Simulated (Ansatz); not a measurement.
Partial pair distribution functions of a relaxed model of amorphous Hf36O70, broadened by 0.06 Å; density 9.19 g/cm³. Computed with PBE, scalar-relativistic without spin-orbit coupling (plane waves to 420 eV, PAW; Ansatz, a first-principles code). The usual formal charges leave 4 electrons over, so the level spacing at the Fermi energy parts defect or band states and needn't be the band gap.

A CHGNet melt-quench gave the starting glass, which DFT then relaxed. O atoms were pushed apart under 1.9 Å during the dynamics, to hinder bonds among them. The hot cell started wider than the set density and was brought back towards it in steps. It is the lowest in DFT energy of 4 quenches. It is a model cell: composition and starting density were chosen by hand, and all elements were melted together. No dispersion term was used. Its density started from a set value of 8.89 and ended at 9.19 g/cm³. The simulated quench (nominally 120 K/ps over its main leg) is rapid and tends to freeze in more defects than a deposited or slowly cooled glass has. One small periodic cell is one sample of the glass; other quenches scatter about these values. The volume was free in the relaxation, at fixed shape. Stress components on the final sampling reach 3.2 GPa.

| r (Å) | g Hf-O | g Hf-Hf | g O-O |
|---|---|---|---|
| 1.75 | 0.00 | 0.00 | 0.00 |
| 1.85 | 0.18 | 0.00 | 0.00 |
| 1.95 | 2.28 | 0.00 | 0.00 |
| 2.05 | 6.11 | 0.00 | 0.00 |
| 2.15 | 6.95 | 0.00 | 0.00 |
| 2.25 | 3.81 | 0.00 | 0.00 |
| 2.35 | 1.41 | 0.00 | 0.11 |
| 2.45 | 0.61 | 0.00 | 1.03 |
| 2.55 | 0.18 | 0.00 | 2.52 |
| 2.65 | 0.04 | 0.00 | 2.46 |
| 2.75 | 0.03 | 0.00 | 2.10 |
| 2.85 | 0.01 | 0.07 | 2.06 |
| 2.95 | 0.10 | 0.27 | 1.61 |
| 3.05 | 0.21 | 0.41 | 1.36 |
| 3.15 | 0.18 | 1.35 | 1.14 |
| 3.25 | 0.18 | 2.70 | 1.08 |
| 3.35 | 0.38 | 3.00 | 0.97 |
| 3.45 | 0.51 | 2.15 | 0.93 |
| 3.55 | 0.45 | 2.34 | 0.86 |
| 3.65 | 0.60 | 2.13 | 0.76 |
| 3.75 | 0.66 | 1.75 | 0.91 |
| 3.85 | 0.89 | 1.96 | 1.06 |
| 3.95 | 1.12 | 1.77 | 1.08 |
| 4.05 | 1.40 | 1.97 | 1.08 |
| 4.15 | 1.44 | 0.86 | 1.08 |
| 4.25 | 1.63 | 0.27 | 0.86 |
| 4.35 | 1.72 | 0.19 | 0.76 |
| 4.45 | 1.83 | 0.27 | 0.59 |
| 4.55 | 1.42 | 0.32 | 0.51 |
| 4.65 | 1.31 | 0.39 | 0.65 |
| 4.75 | 1.31 | 0.63 | 0.82 |
| 4.85 | 1.20 | 0.78 | 0.85 |
| 4.95 | 0.97 | 0.70 | 0.91 |
| 5.05 | 0.76 | 0.60 | 1.00 |
| 5.15 | 0.79 | 0.66 | 1.14 |
| 5.25 | 0.90 | 0.75 | 1.09 |
| 5.35 | 0.93 | 0.79 | 1.06 |
| 5.45 | 1.04 | 1.05 | 1.12 |
| 5.55 | 0.89 | 0.84 | 1.09 |

Within 2.66 Å each Hf has 6.39 O neighbours on average.
